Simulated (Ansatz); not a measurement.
Here is the system:

End structure of the (321) surface of fcc Rh in its 1x1 cell, outermost plane spacing 0.51 Å in the ideal cut:

```yaml
crystal:
  lattice:
    - [4.69077, 0.00000, 0.00000]
    - [-1.56359, 5.85042, 0.00000]
    - [0.00000, 0.00000, 26.50000]
  atoms:
    - { symbol: Rh, position: [0.42459, 0.77573, 0.31236] }
    - { symbol: Rh, position: [0.85771, 0.57023, 0.32980] }
    - { symbol: Rh, position: [0.28573, 0.35846, 0.34732] }
    - { symbol: Rh, position: [0.71301, 0.14195, 0.36449] }
    - { symbol: Rh, position: [0.14115, 0.93423, 0.38264] }
    - { symbol: Rh, position: [0.57140, 0.71680, 0.40390] }
    - { symbol: Rh, position: [0.99992, 0.49785, 0.42363] }
    - { symbol: Rh, position: [0.42991, 0.28273, 0.44254] }
    - { symbol: Rh, position: [0.85901, 0.06756, 0.46152] }
    - { symbol: Rh, position: [0.28723, 0.85696, 0.48144] }
    - { symbol: Rh, position: [0.71429, 0.64286, 0.50000] }
    - { symbol: Rh, position: [0.14134, 0.42875, 0.51856] }
    - { symbol: Rh, position: [0.56956, 0.21816, 0.53848] }
    - { symbol: Rh, position: [0.99866, 0.00298, 0.55746] }
    - { symbol: Rh, position: [0.42865, 0.78786, 0.57637] }
    - { symbol: Rh, position: [0.85717, 0.56891, 0.59610] }
    - { symbol: Rh, position: [0.28743, 0.35148, 0.61736] }
    - { symbol: Rh, position: [0.71556, 0.14377, 0.63551] }
    - { symbol: Rh, position: [0.14284, 0.92725, 0.65268] }
    - { symbol: Rh, position: [0.57086, 0.71548, 0.67020] }
    - { symbol: Rh, position: [0.00399, 0.50999, 0.68764] }
```

Set-up: 21 atoms, 10.2 Å thick at the start (thin: gaps and levels are the slab's own); mesh 8x7x1; 0.1 eV smearing; dipole correction on; single point; on the structure that PBE left under its start's symmetry; no spin, no spin-orbit, no U.

Question: What is the computed surface energy (mean of both faces) (Ansatz (a program for electronic structure) with r2SCAN, at the PBE geometry)?

Answer: 167 meV/Å²

Question: Estimate the work function of the top face that r2SCAN, at the PBE geometry returns for this input.

Answer: 4.62 eV
